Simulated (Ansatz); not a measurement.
Levels about the gap of amorphous Zr₂₀O₄₅P₂ (67 atoms in a cell of 872 Å³, 4.96 g/cm³; zone centre alone, so wide bands show as single levels with stretches between that a denser mesh fills), at the geometry that PBE relaxed, where it gives -1.6 GPa on a denser mesh. The participation number counts the atoms over which a state spreads; weights are charges in smoothed Voronoi cells. The levels come from a single point, so bond lengths are those of that geometry. Method of the levels: r2SCAN, scalar-relativistic without spin-orbit coupling (Ansatz, a program for electronic structure). Sampling: the zone centre alone; Fermi-Dirac width 0.02 eV; no spin polarisation. At PBE the levels at the filled edge of the gap are localised (band-tail or defect states).

It comes from a melt-quench run on a machine-learned potential (CHGNet), relaxed afterwards by DFT. O atoms were pushed apart under 1.9 Å during the dynamics, to hinder bonds among them. The hot cell started wider than the set density and was brought back towards it in steps. It is the lowest in DFT energy of 2 quenches. It is a model cell: composition and starting density were chosen by hand, and all elements were melted together. No dispersion term was used. Its density started from a set value of 4.96 and ended at 4.96 g/cm³. Cooling (nominally 300 K/ps over its main leg) ran many orders faster than in experiment, which tends to leave more defects and strain. One small periodic cell is one sample of the glass; other quenches scatter about these values. The volume was held where the preparation left it and the shape relaxed, at a PBE pressure of -1.6 GPa (tension). Stress components on the final sampling reach 1.6 GPa.

```tsv
E - E(highest filled), eV	filling	participation number	largest on	weight O	weight Zr	weight P
-0.29	filled	13.9	O, 2 neighbours	0.96	0.04	0.00
-0.26	filled	16.8	O, 2 neighbours	0.94	0.06	0.00
-0.21	filled	22.4	O, 2 neighbours	0.94	0.05	0.00
-0.16	filled	21.1	O, 3 neighbours	0.95	0.05	0.00
-0.14	filled	22.0	O, 3 neighbours	0.95	0.05	0.00
-0.04	filled	16.9	O, 4 neighbours	0.96	0.04	0.00
0.00	filled	9.5	O, 2 neighbours	0.95	0.04	0.00
4.17	empty	21.5	Zr, 6 neighbours	0.35	0.65	0.00
4.29	empty	22.6	Zr, 6 neighbours	0.34	0.66	0.00
4.42	empty	8.1	Zr, 7 neighbours	0.30	0.70	0.00
4.44	empty	19.7	Zr, 7 neighbours	0.32	0.67	0.00
4.59	empty	16.4	Zr, 6 neighbours	0.32	0.68	0.00
4.61	empty	22.8	Zr, 7 neighbours	0.32	0.68	0.01
4.75	empty	20.4	Zr, 6 neighbours	0.31	0.69	0.00
```

Most localised among these is the empty level at +4.42 eV, on a Zr atom, which has 7 neighbours (O 2.02 Å, O 2.16 Å, O 2.18 Å, O 2.21 Å, O 2.26 Å, O 2.31 Å, O 2.50 Å).
